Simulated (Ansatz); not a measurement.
## A computed series for CdSe: response to strain

The parent structure is CdSe in the zinc blende structure (space group F-43m, No. 216; a = 6.1333 Å). Axes: x, y, z lie along the cube axes.

Strains are applied to the cell and any free atomic positions relax; under biaxial strain the out-of-plane vector relaxes too; under stress the whole cell relaxes.

Level of theory: r2SCAN in Ansatz (plane waves to 500 eV, PAW, no spin-orbit coupling), earlier PAW set.

Notes on the quantities. pressure: mean of the normal stresses, compression positive.

| case | pressure | volume per atom | space group | electron mass |
|---|---|---|---|---|
| base | 0.01 GPa | 28.84 Å³ | F-43m (No. 216) | 0.093 mₑ (at Γ) |
| biaxial strain −0.20 %, plane normal [110], relaxed out of plane | 0.11 GPa | 28.78 Å³ | Imm2 (No. 44) | 0.093 mₑ (at Γ) |
| biaxial strain +3.82 %, plane normal [110], relaxed out of plane | (withheld) | (withheld) | Imm2 (No. 44) | – |
| isotropic strain −0.59 % | 0.96 GPa | 28.33 Å³ | F-43m (No. 216) | 0.095 mₑ (at Γ) |
| isotropic strain +0.56 % | -0.83 GPa | 29.33 Å³ | F-43m (No. 216) | 0.091 mₑ (at Γ) |
| isotropic strain +1.24 % | -1.75 GPa | 29.93 Å³ | F-43m (No. 216) | 0.088 mₑ (at Γ) |
| uniaxial strain ε_zz = +0.70 % | -0.35 GPa | 29.04 Å³ | I-4m2 (No. 119) | 0.092 mₑ (at Γ) |
| tensor shear ε_xz = −2.31 % | -0.02 GPa | 28.82 Å³ | Imm2 (No. 44) | 0.092 mₑ (at Γ) |
| uniaxial stress, 2 GPa compression along x | – | 27.90 Å³ | I-4m2 (No. 119) | 0.077 mₑ along x, 0.095 mₑ across (at Γ) |
| uniaxial stress, 0.5 GPa tension along z | – | 28.93 Å³ | I-4m2 (No. 119) | 0.092 mₑ (at Γ) |

Task: Complete the table.

Result: 
- biaxial strain +3.82 %, plane normal [110], relaxed out of plane, pressure: -1.97 GPa
- biaxial strain +3.82 %, plane normal [110], relaxed out of plane, volume per atom: 30.02 Å³

A biaxial case was relaxed in a doubled cell and then solved in the primitive one. The levels and masses belong to the bands next to the band gap. Masses are band curvatures over ±0.01 Å⁻¹ around the edge. Stability under load was not tested beyond the relaxation.

Ansatz is a quantum-chemistry and plane-wave program.
